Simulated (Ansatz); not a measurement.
The parent structure is Se (space group P3_121, No. 152; a = 4.529 Å, c = 5.042 Å; made of chains).

Method: PBE, PAW, 420 eV (Ansatz, an electronic-structure program; no spin-orbit coupling), earlier PAW set.

For the base:

| Property | Result |
|---|---|
| Electron mass | 0.16 mₑ along c, 0.37 mₑ across (at H) |
| Band gap | 1.04 eV |
| Gap character | indirect, L → H |

Perturbation: an isotropic linear strain of +4.46 %, atoms relaxed at fixed cell.

What does the calculation give for the electron mass after the change?

The electron mass changes from 0.16 mₑ along c, 0.37 mₑ across (at H) to 0.16 mₑ along c, 0.48 mₑ across (at H).

Predict the new band gap.

The band gap shrinks by 0.25 eV, from 1.04 eV to 0.79 eV.

What happens to the energy relative to the base?

The energy rises by 21 meV/atom.

Predict the new gap character.

The gap character stays indirect, L → H.

Effective masses come from finite differences of ±0.01 Å⁻¹. No phonon test of stability was made. No dispersion term is included, though the crystal is made of layers, chains or molecules, so its spacings can come out too wide.
